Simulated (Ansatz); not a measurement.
**What uniaxial stress, 0.5 GPa tension along z does to CoSn**

The parent structure is CoSn (space group P6/mmm, No. 191; a = 5.218 Å, c = 4.172 Å; non-magnetic). Axes: x lies along a and z along c of the hexagonal cell.

Now apply this change: uniaxial stress, 0.5 GPa tension along z, with the cell and atoms free to relax against it.

Level of theory: DFT with PBEsol, PAW potentials and a 420 eV plane-wave cutoff in Ansatz (an electronic-structure program), no SOC. k-mesh 10×10×11 (Γ-centred); smearing 0.05 eV (Fermi–Dirac).

* **Shortest interatomic distance**: 2.576 Å (base 2.573 Å)
* **Energy relative to the base (free energy F)**: 0.0 meV/atom
* **Band gap**: zero (base zero)
* **Strain response (xx, yy, zz)**: (−0.04, −0.04, +0.20) % (rough)

Final structure:

```xyz
6
Lattice="5.2155 0.0000 0.0000 -2.6078 4.5168 0.0000 0.0000 0.0000 4.1808" Properties=species:S:1:pos:R:3 pbc="T T T"
Co     2.6078     0.0000     0.0000
Co     1.3039     2.2584     0.0000
Co    -1.3039     2.2584     0.0000
Sn     0.0000     0.0000     0.0000
Sn     0.0000     3.0112     2.0904
Sn     2.6078     1.5056     2.0904
```

Without a gap, meshes like the base's 10×10×11 leave anisotropic stresses uncertain by several tenths of a GPa, and small strain energies with them. Stability under load was not tested beyond the relaxation. Seeded moments were not kept for the base. All final runs are without spin polarisation.
